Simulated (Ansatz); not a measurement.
Start from KMgF3 in the cubic perovskite structure (space group Pm-3m, No. 221; a = 3.9913 Å). Axes: x, y, z lie along the cube axes.

Level of theory: PBEsol (Ansatz, a first-principles code), no spin-orbit coupling.

Strains are applied to the cell and any free atomic positions relax; under biaxial strain the out-of-plane vector relaxes too.

One change was made to it. Results:

The smallest direct gap drops by 0.21 eV, from 7.44 eV to 7.23 eV; the pressure (mean of the normal stresses, compression positive) drops by 1.41 GPa (0.01 GPa → -1.40 GPa); the energy goes up by 2.6 meV/atom.

Problem. Name the change that was made.
A. biaxial strain +2.00 %, plane normal [111], relaxed out of plane
B. biaxial strain +1.50 %, plane normal [111], relaxed out of plane
C. biaxial strain +2.50 %, plane normal [111], relaxed out of plane

Solution. B, biaxial strain +1.50 %, plane normal [111], relaxed out of plane. For comparison, the energy relative to the base in the other runs: biaxial strain +2.00 %, plane normal [111], relaxed out of plane gives +4.5 meV/atom; biaxial strain +2.50 %, plane normal [111], relaxed out of plane gives +7.0 meV/atom.

Stability against distortions was not tested.
